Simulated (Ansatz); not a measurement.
Abridged Ansatz (a quantum-chemistry and plane-wave program) output:

```
Relaxation: its limit of steps is 50 (relax.max_steps)
Pseudopotential: Pd, paw, valence charge 18
Crystal: 1 atoms, lattice volume = 14.144 Å³
Basis set: ecut = 420 eV, 283 PW (Γ), exchange–correlation on 40×40×40 points (8 copies of the dense FFT grid, shifted against one another)
Bands: 13, of which v1, the nominal top of the filled ones, is band 9 counted from 1 (8 counted from 0)
Symmetry: 48 space group operations
k-points: 680 of 24389
Functional: x = pbesol(κ = 0.804, μ = 0.12345679012345678), c = pbesol(β = 0.046)
SCF iter   1: F=—  HF=-6906.675726 eV  |F-HF|=—  |Δ(HF+E_count)|=         —  Δρ=9.34e-3  dr2=1.04e-2  ethr=1.77e-3  ⟨swp⟩=5.0  Hψ=51356  notcnv=0
SCF iter   2: F=—  HF=-6906.672937 eV  |F-HF|=—  |Δ(HF+E_count)|=   2.79e-3  Δρ=2.40e-3  dr2=5.83e-4  ethr=5.75e-5  ⟨swp⟩=1.0  Hψ=14400  notcnv=0
SCF 1 converged in 6 iterations: F = -6906.672801 eV  dr2 = 2.70e-11
relax step   1: F+E_penalty+E_count = -6906.67280097 eV  Δ(F+E_penalty+E_count) = +0.000e0 eV  max|allowed force component| = 0.000e0 eV/Å  Δτ_max = 0.0000 Å  (6 SCF iters, accepted)
SCF converged after 6 iterations
Free energy (F): -6906.672801 eV
Internal energy: -6906.612621 eV  (E = F + TS)
E sigma→0 (E₀):  -6906.642711 eV
Entropy (-TS):   -0.060180 eV (-60.180 meV/atom)
Fermi energy:    20.831426 eV
--- Forces (eV/Å), atoms counted from 1 ---
  atom   1  Pd    -0.00000000     0.00000000    -0.00000000
--- Stress (GPa, compression-positive) ---
        6.626474       0.000000       0.000000
        0.000000       6.626474       0.000000
       -0.000000       0.000000       6.626474
  P = ⅓ Tr σ = 6.6265 GPa (66.265 kbar)
--- Relaxed structure (1 steps of the walk, 1 accepted, 0 SCFs on fresh bases) ---
  atoms:
    - { symbol: Pd, position: [0.0, 0.0, 0.0] }
```

Q: What was computed, and what are the main results?

A: Pd, 1 atom in the cell, with PBEsol/PAW in Ansatz, no spin-orbit coupling. The last SCF converged to F = -6906.672801 eV, or -6906.6728 eV per atom, at a pressure of 6.63 GPa. The total energy compares only with runs of the same code, potentials and settings.

The cells carry an imposed strain or load. Stability against distortions was not tested. The final runs are not spin-polarised. The cell was made from Pd in the fcc (Cu type) structure (space group Fm-3m, No. 225) by this change: isotropic strain −1.00 %.

Keys are those of Ansatz 0.2.
